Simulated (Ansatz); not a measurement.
NiAs-type NiSb was calculated with r²SCAN-D4 in Ansatz (plane waves, PAW).

Numerical settings: plane-wave cutoff 560 eV, 18×18×12 k mesh (along the axes of the cell as run), Fermi–Dirac smearing 0.05 eV, no spin polarisation, scalar-relativistic PAW data made under PBE.

Energies at three volumes about the minimum:

| V (Å³/atom) | E − E_lowest (meV/atom) |
|---|---|
| 16.603 | 2.79 |
| 16.942 | 0.00 |
| 17.281 | 2.58 |

Fit a parabola by hand: where is the minimum, and what is the bulk modulus?

Slopes: (0.00 − 2.79)/(16.942 − 16.603) = -8.230 and (2.58 − 0.00)/(17.281 − 16.942) = 7.611 meV/Å³. Curvature E″ = 2 × (7.611 − (-8.230))/(17.281 − 16.603) = 46.729 meV/Å⁶. From the middle of the first interval, the slope vanishes at V0 = 16.7725 − (-8.230)/46.729 = 16.949 Å³/atom. B = V0 E″ = 16.949 × 46.729 meV/Å³ × 0.1602 GPa per meV/Å³ = 127 GPa. The full Birch–Murnaghan fit to all volumes gives V0 = 16.942 Å³/atom and B0 = 127 GPa.

Shape and atoms are relaxed at each volume.

Note: the bulk modulus comes from volumes at which shape and atoms were relaxed.

Ansatz is an electronic-structure program.
